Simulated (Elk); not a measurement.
A self-consistent single point of MgS (F-43m, 2 atoms in the cell) with Elk.

Method: PBEsol, all-electron FP-LAPW, Elk's shipped species files, LAPW+lo basis (Elk 10.2.4).

The change in words: lattice scaled by 0.98. Reference geometry:
```
CELL_PARAMETERS angstrom
      0.00000     2.83312     2.83312
      2.83312     0.00000     2.83312
      2.83312     2.83312     0.00000
ATOMIC_POSITIONS crystal
  Mg 0.00000 0.00000 0.00000
  S  0.75000 0.75000 0.75000
```

Reference input (self-consistent single point, DFT, PBEsol, all-electron FP-LAPW, Elk's shipped species files, LAPW+lo basis): xctype = 22; rgkmax = 7.5; stype = 0; swidth = 0.0001 Ha; ngridk = 10 10 10; gmaxvr = 16 1/bohr; nxoapwlo = 1; rmtscf = 0.99; maxscl = 100. This run's input differs from it in these lines:

```diff
@@ -31,5 +31,5 @@
 avec
-    0.0000000000    2.8331200000    2.8331200000
-    2.8331200000    0.0000000000    2.8331200000
-    2.8331200000    2.8331200000    0.0000000000
+    0.0000000000    2.7764580000    2.7764580000
+    2.7764580000    0.0000000000    2.7764580000
+    2.7764580000    2.7764580000    0.0000000000
```

Output, abridged:

```
│ Self-consistent loop started │
│ Loop number : 1 │
 total energy                :     -602.645225494
│ Loop number : 2 │
 total energy                :     -602.584582201
RMS change in Kohn-Sham potential (target) :   0.7548524684     (  0.1000000000E-05)
Absolute change in total energy (target)   :   0.6064329244E-01 (  0.1000000000E-03)
│ Loop number : 3 │
 total energy                :     -601.553039150
RMS change in Kohn-Sham potential (target) :   0.5767297311     (  0.1000000000E-05)
Absolute change in total energy (target)   :    1.046703874     (  0.1000000000E-03)
│ Loop number : 4 │
   [... lines left out ...]
Absolute change in total energy (target)   :   0.1717151831E-02 (  0.1000000000E-03)
│ Loop number : 12 │
 total energy                :     -598.615092242
RMS change in Kohn-Sham potential (target) :   0.9697020865E-06 (  0.1000000000E-05)
Absolute change in total energy (target)   :   0.4230033270E-03 (  0.1000000000E-03)
│ Loop number : 13 │
 total energy                :     -598.615103577
RMS change in Kohn-Sham potential (target) :   0.4188500852E-06 (  0.1000000000E-05)
Absolute change in total energy (target)   :   0.9441653117E-04 (  0.1000000000E-03)
Convergence targets achieved

│ Loop number : 14 │

Energies :
 Fermi                       :     0.713459963635E-01
 total energy                :     -598.615102763

Density of states at Fermi energy :   0.8052014297E-05
 (states/Hartree/unit cell)

Estimated indirect band gap :   0.1291115389
 from k-point      1 to k-point      1
Estimated direct band gap   :   0.1291115389
 at k-point      1

Charges :
 core                        :    12.00000000
 valence                     :    16.00000000
 interstitial                :    2.897155626
 muffin-tins (core leakage)
  species :    1 (Mg)
   atom    1                 :    10.54093472     (  0.2220446049E-15)
  species :    2 (S)
   atom    1                 :    14.56190966     (  0.8294634723E-04)
 total in muffin-tins        :    25.10284437
 total calculated charge     :    27.99065068
 total charge                :    28.00000000
 error                       :   0.9349315796E-02

│ Self-consistent loop stopped │
```

The run converged in 14 iterations. The count includes the last loop, which Elk runs after its targets are met. Against the reference run the total energy rises by 12.3 meV/atom and the gap on the mesh goes from 3.209 to 3.513 eV.

The starting cell comes from a database of computed structures (which also holds hypothetical and non-ambient phases and stackings), without a prior relaxation at this level. For this run, on top of that: lattice scaled by 0.98. Values depend on the basis (sphere radii, cutoffs, local orbitals), which need not be converged.
